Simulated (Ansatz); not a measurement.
Ansatz (a program for electronic structure) run on HfZr3 (I4/mmm, 4 atoms in the cell): self-consistent single point.

Computed with revPBE, harder PAW files (source: ansatz) made with PBE (plane waves; Ansatz).

```
CELL_PARAMETERS angstrom
     -2.22032     2.22032     4.94563
      2.22032    -2.22032     4.94563
      2.22032     2.22032    -4.94563
ATOMIC_POSITIONS crystal
  Zr 0.50000 0.50000 0.00000
  Zr 0.75000 0.25000 0.50000
  Zr 0.25000 0.75000 0.50000
  Hf 0.00000 0.00000 0.00000
```

Reference input (self-consistent single point, DFT, revPBE, plane waves, harder PAW files (source: ansatz) made with PBE): basis.ecutwfc = 520 eV; kpoints.mp_grid.grid = 10 10 10; hamiltonian.xc = revpbe; hamiltonian.pseudopotentials = {kind: paw, source: ansatz}; scf.occupations.method = cold; scf.occupations.width = 0.136 eV. This run's input differs from it in these lines:

Ansatz 0.2 input:
```diff
@@ -11,3 +11,3 @@
 basis:
-  ecutwfc: 520.0
+  ecutwfc: 415.0
 kpoints:
```

Log, with long lists cut:

```
SCF iter   1: F=—  HF=-28314.424168 eV  |F-HF|=—  |Δ(HF+E_count)|=         —  Δρ=3.08e-2  dr2=1.59e0  ethr=3.10e-3  ⟨swp⟩=4.1  Hψ=12240  notcnv=0
all-band conjugate gradients solve this SCF's bands
preconditioner: auto → Kerker (q_TF=auto, 2.530 Å⁻¹)
SCF iter   2: F=—  HF=-28314.130016 eV  |F-HF|=—  |Δ(HF+E_count)|=   2.94e-1  S|Δr|=    0.00e0  Δρ=1.84e-2  dr2=4.40e-1  ethr=2.56e-3  ⟨swp⟩=3.1  Hψ=7939  notcnv=0  defer=84
   [... lines left out ...]
SCF iter   8: F=—  HF=-28314.004921 eV  |F-HF|=—  |Δ(HF+E_count)|=   2.07e-6  S|Δr|=    0.00e0  Δρ=4.58e-5  dr2=5.73e-6  ethr=1.67e-8  ⟨swp⟩=2.0  Hψ=4646  notcnv=0  defer=83
SCF iter   9: F=—  HF=-28314.004921 eV  |F-HF|=—  |Δ(HF+E_count)|=   7.34e-7  S|Δr|=    0.00e0  Δρ=1.54e-5  dr2=6.12e-7  ethr=9.25e-9  ⟨swp⟩=2.0  Hψ=4304  notcnv=0  defer=83
SCF iter  10: F=-28314.004921 eV  HF=-28314.004921 eV  |F-HF|=1.02e-8  |Δ(HF+E_count)|=   8.15e-8  S|Δr|=    0.00e0  Δρ=2.46e-6  dr2=1.26e-8  ethr=1.61e-10  ⟨swp⟩=9.5  Hψ=13600  notcnv=0
SCF 1 converged in 10 iterations: F = -28314.004921 eV  dr2 = 1.26e-8
Stability not checked (fill_not_monotonic)
Free energy (F): -28314.004921 eV
Internal energy: -28313.998033 eV  (E = F + TS)
E sigma→0 (E₀):  -28314.002625 eV
Entropy (-TS):   -0.006888 eV (-1.722 meV/atom)
Fermi energy:    13.946848 eV
--- Forces (eV/Å), atoms counted from 1 ---
  atom   1  Zr    -0.00000000     0.00000000     0.00000000
   [... zero for the other atoms too ...]
--- Stress (GPa, compression-positive) ---
       -1.907380       0.000000       0.000000
        0.000000      -1.907380       0.000000
        0.000000       0.000000      -6.119029
  P = ⅓ Tr σ = -3.3113 GPa (-33.113 kbar)
  The stress holds the Pulay correction. Without it, at fixed plane waves, as pw.x and ABINIT print it: P = -3.5727 GPa
```

The run converged in 10 iterations. Against the reference run the free energy rises by 3.6 meV/atom and the pressure hardly changes (-3.32 to -3.31 GPa).

The starting cell was generated: these elements placed on a structure prototype, without a prior relaxation; it need not be a known phase or ordering of this composition. Its lattice was rescaled by a random factor within 2.5 % of one. Ansatz's pressure includes its estimate of the finite-basis (Pulay) stress. The cutoff lies below the one recommended for these files.
